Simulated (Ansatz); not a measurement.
Work function of faces of hcp Hf in PBE and in r2SCAN, in Ansatz (plane waves, PAW). Symmetric slabs relaxed with PBE from ideal cuts in 1x1 cells (the lowest computed cut and spin start of each face; real faces may reconstruct in larger cells); r2SCAN values are single points on them, with the bulk at the same level. No spin-orbit coupling, no U.

| face | PBE (eV) | r2SCAN (eV) |
|---|---|---|
| (0001) | 4.35 | 4.47 |
| (10-10) | 3.89 | ? |
| (10-11) | 3.98 | 4.00 |
| (10-12) | 3.63 | 3.64 |
| (10-13) | 3.51 | 3.49 |
| (11-20) | 3.21 | 3.15 |
| (11-21) | 3.44 | 3.41 |
| (11-22) | 3.66 | 3.68 |
| (11-23) | 3.38 | 3.37 |

Problem. Fit a straight line y = a·x + b by least squares to the 8 complete rows (x: PBE (eV); y: r2SCAN (eV)).

Solution. the means are x̄ = 3.6450 and ȳ = 3.6513; Σ(x − x̄)² = 0.92940 and Σ(x − x̄)(y − ȳ) = 1.0584, so a = 1.139 and b = ȳ − a·x̄ = -0.500. The largest residual is 0.033.

Problem. What does the line predict for the withheld row, (10-10), and what did the calculation give?

Solution. the line gives 3.93; the calculation gave 3.90, a miss of -0.03, of the size of the fitted rows' scatter and rounding.

Ansatz is a first-principles code.
